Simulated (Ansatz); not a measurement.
Consider ZnSe in the zinc blende structure (space group F-43m, No. 216).

```yaml
crystal:
  lattice:
    - [0.00000, 2.81667, 2.81667]
    - [2.81667, 0.00000, 2.81667]
    - [2.81667, 2.81667, 0.00000]
  atoms:
    - { symbol: Zn, position: [0.00000, 0.00000, 0.00000] }
    - { symbol: Se, position: [0.25000, 0.25000, 0.25000] }
```

Cartesian axes are those of the cell as printed.

Method: Ansatz (a first-principles code) PBEsol, scalar-relativistic without spin-orbit coupling.

Strains are applied to the cell and any free atomic positions relax.

One change was made to it. Results:

The valence-band top at Γ (three highest levels, from the VBM) changes from 0.00, 0.00, 0.00 eV to 0.00, -0.07, -0.14 eV; the valley order (the lowest conduction-band minima on the path, energy above the VBM, named in the base's zone) changes from Γ 1.24 eV; L along ⟨111⟩ 2.48 eV to Γ 1.16 eV; L along [1-1-1] 2.32 eV; L along [111] 2.50 eV; the energy rises by 1.4 meV/atom.

### Question
Name the change that was made.
A. tensor shear ε_xy = +0.29 %
B. tensor shear ε_xy = +1.71 %
C. tensor shear ε_xy = +1.14 %

### Answer
C, tensor shear ε_xy = +1.14 %. For comparison, the valley order in the other runs: tensor shear ε_xy = +0.29 % gives Γ 1.22 eV; L along [1-11] 2.44 eV; L along [11-1] 2.48 eV; tensor shear ε_xy = +1.71 % gives Γ 1.12 eV; L along [1-1-1] 2.24 eV; L along [111] 2.50 eV; X along [001] 2.59 eV.

The levels and masses belong to the bands next to the band gap. Whether these cells are dynamically stable was not tested.
